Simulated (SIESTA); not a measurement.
Band structure of C (P6_3/mmc, 4 atoms in the cell).

```yaml
crystal:
  lattice:
    - [2.50330, 0.00000, 0.00000]
    - [-1.25165, 2.16792, 0.00000]
    - [0.00000, 0.00000, 4.16897]
  atoms:
    - { symbol: C, position: [0.33333, 0.66667, 0.06281] }
    - { symbol: C, position: [0.66667, 0.33333, 0.93719] }
    - { symbol: C, position: [0.66667, 0.33333, 0.56281] }
    - { symbol: C, position: [0.33333, 0.66667, 0.43719] }
```

Method of the run: GGA PBE, numerical atomic orbitals TZP, PseudoDojo PBE standard norm-conserving potentials (rewritten from UPF to PSML) run with SIESTA.

Settings: XC.functional = GGA; XC.authors = PBE; potentials = PseudoDojo PBE standard; PAO.BasisSize = TZP; PAO.EnergyShift = 0.01 Ry; MeshCutoff = 350 Ry; kgrid.MonkhorstPack = 10 10 6; OccupationFunction = FD; ElectronicTemperature = 10 K; MaxSCFIterations = 150; SCF.Mixer.Method = Pulay; SCF.Mixer.Weight = 0.25; SCF.Mixer.History = 6; SCF.DM.Tolerance = 1.0E-05.

The starting cell comes from a database of computed structures (which also holds hypothetical and non-ambient phases and stackings), without a prior relaxation at this level. Values carry the incompleteness of an atom-centred basis.

Question: Predict the gap along the standard path and the places of the band edges.

Answer: The gap along the path is 3.45 eV, from Γ to K; the smallest direct gap on it is 5.06 eV.

Levels in eV from the top of the valence band on the path, bands 5 to 9:
```
point      5      6      7      8     9
-----  -----  -----  -----  -----  ----
Γ      -3.07  -0.48   0.00   0.00  5.06
M      -9.28  -6.46  -5.94  -3.13  4.66
K      -9.74  -7.21  -7.21  -7.02  3.45
A      -1.84  -1.84  -1.84  -1.84  7.36
L      -5.09  -5.09  -4.82  -4.82  6.08
H      -9.52  -9.52  -4.30  -4.30  7.61
```

Higher empty bands are left out: an atom-centred basis made for the valence describes them poorly.
